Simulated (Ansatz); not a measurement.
Consider Mg$_{2}$Sn (space group Fm-3m, No. 225; a = 6.747 Å; relaxed with 0.1 eV smearing).

The values are results of PBEsol in Ansatz (plane waves to 420 eV, PAW, without spin-orbit coupling), not measurements.

Before the change:

The pressure is 0.0 GPa. The band gap is zero.

Modification: the cell is scaled by 1.0150 in all directions; the atoms relax in the strained cell.

Q: Estimate the effect on the pressure.

A: The pressure goes from zero to -1.8 GPa.

Q: What happens to the energy relative to the base?

A: The energy goes up by 6.7 meV/atom.

Q: What happens to the band gap?

A: The band gap remains zero.

Stability against distortions was not tested.

Ansatz is a first-principles code.
